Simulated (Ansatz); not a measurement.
Carrier doping in MgS

Start from MgS in the rock salt structure (space group Fm-3m, No. 225).

```cif
data_Mg4S4
_chemical_formula_sum 'Mg4 S4'
_space_group_name_H-M_alt 'Fm-3m'
_space_group_IT_number 225
_space_group_name_Hall '-F 4 2 3'
_cell_length_a 5.15514
_cell_length_b 5.15514
_cell_length_c 5.15514
_cell_angle_alpha 90.000
_cell_angle_beta 90.000
_cell_angle_gamma 90.000
loop_
_atom_site_label
_atom_site_type_symbol
_atom_site_symmetry_multiplicity
_atom_site_Wyckoff_symbol
_atom_site_fract_x
_atom_site_fract_y
_atom_site_fract_z
_atom_site_occupancy
Mg1 Mg 4 b 0.50000 0.50000 0.50000 1
S1 S 4 a 0.00000 0.00000 0.00000 1
```
(The calculation used a cell of 2 atoms; values per cell refer to that cell.)

Carriers are added at fixed cell with a uniform background; the Fermi–Dirac width is that of 300 K.

The values are results of PBE-D3(BJ) (Ansatz, a quantum-chemistry and plane-wave program; PAW; 420 eV plane waves; no spin-orbit coupling), not measurements.

Notes on the quantities. Fermi level from band edge: Fermi level relative to the doped band's edge (positive inside the band; to 0.05 eV).

```csv
change,Fermi level from band edge,gap between the host's bands
undoped,–,2.85 eV
electrons 1.0×10^21 cm⁻³,+0.45 eV,2.85 eV
electrons 1.5×10^21 cm⁻³,+0.55 eV,2.85 eV
electrons 5.0×10^21 cm⁻³,+1.05 eV,2.83 eV
electrons 1.0×10^22 cm⁻³,+1.50 eV,2.81 eV
holes 1.0×10^21 cm⁻³,+0.10 eV,2.88 eV
holes 1.5×10^21 cm⁻³,+0.15 eV,2.90 eV
holes 5.0×10^21 cm⁻³,+0.30 eV,3.03 eV
holes 1.0×10^22 cm⁻³,+0.45 eV,3.20 eV
```

Carriers are added with a uniform compensating background; total energy and stress of such cells depend on the potential's zero and are not compared; many-body gap narrowing is missing at this level. No phonon test of stability was made. The base started in Pnma and relaxed to Fm-3m at this level.
